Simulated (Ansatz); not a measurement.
**Effective masses and thermopower of SrTiO3 under load (space group Pm-3m)**

Consider the following.

```yaml
crystal:
  lattice:
    - [3.90539, 0.00000, 0.00000]
    - [0.00000, 3.90539, 0.00000]
    - [0.00000, 0.00000, 3.90539]
  atoms:
    - { symbol: Sr, position: [0.00000, 0.00000, 0.00000] }
    - { symbol: Ti, position: [0.50000, 0.50000, 0.50000] }
    - { symbol: O, position: [0.50000, 0.00000, 0.50000] }
    - { symbol: O, position: [0.00000, 0.50000, 0.50000] }
    - { symbol: O, position: [0.50000, 0.50000, 0.00000] }
```

These are PBEsol, rigid bands (plane waves, PAW, scalar-relativistic; Ansatz, a quantum-chemistry and plane-wave program) values and carry that method's errors. Condition of this run: hydrostatic pressure -2 GPa (the target of the relaxation). Cell: cell and atoms relaxed with PBEsol, then loaded as said.

```yaml
band_gap: 1.83 eV
electron conductivity mass (300 K, dilute): 0.63 mₑ
hole conductivity mass (300 K, dilute): 1.85 mₑ
effective density of states N_c (300 K): 8.1e19 cm⁻³
effective density of states N_v (300 K): 3.0e20 cm⁻³
density_of_states_mass_electrons: 2.2 mₑ
density_of_states_mass_holes: 5.2 mₑ
Seebeck coefficient, n-type 1e19 cm⁻³, 300 K: -395 μV/K
best n-type power factor at 300 K for τ = 10 fs (best axis; densities from 1e16 to 1e21 cm⁻³ tried, whether or not they can be reached): 22 μW/(cm·K²) at 3e20 cm⁻³
Seebeck coefficient, p-type 1e19 cm⁻³, 300 K: 516 μV/K
```

Rigid bands; masses and Seebeck coefficients take one relaxation time τ for all states and one kind of carrier; polarons and phonon drag are left out. Spin-orbit coupling is left out; where it splits the top of the valence band, N_v and the p-type Seebeck coefficient come out somewhat high without it.
